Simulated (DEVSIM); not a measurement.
Device: Schottky contact on p-type In0.53Ga0.47As, at 300 K.

Layer 1 from the left is In0.53Ga0.47As, thickness (μm) 5.50, Na (cm⁻³) 1.5e15, τn (s) 4e-10, τp (s) 4e-10.

Left contact: Schottky, work function 4.98 eV, emission velocity 5.6e6 cm/s. Right contact: ohmic. Voltage is applied to the left contact. Recombination: SRH at mid-gap, Auger. Mobility is μmin + (μ − μmin)/(1 + (N/Nref)^α).

This is a model device: material constants are rounded textbook-type values typed into the input, and sizes, dopings and lifetimes were drawn at random. Values at 300 K.

In0.53Ga0.47As: gap (eV) 0.74, affinity (eV) 4.51, permittivity 13.9, Nc (cm⁻³) 2.1e17, Nv (cm⁻³) 7.7e18, μn (cm²/Vs) 12000, μp (cm²/Vs) 300, μn,min 300, μp,min 10, Nref,n 1.3e17, Nref,p 4.9e17, αn 0.48, αp 0.4, Cn (cm⁶/s) 5e-29, Cp (cm⁶/s) 5e-29.

Simulated with DEVSIM: 1D drift-diffusion, Boltzmann statistics, complete ionisation; no tunnelling, impact ionisation, image-force lowering or self-heating. Metal contacts follow the ideal Schottky-Mott rule: no Fermi-level pinning, no interface dipoles.

### Question
What does the simulation give for the largest field in the device at zero bias, the dark forward voltage at 100 A/cm², the potential step across the device at zero bias?

### Answer
largest field in the device at zero bias 3200 V/cm; dark forward voltage at 100 A/cm² 0.871 V; potential step across the device at zero bias 0.049 V.
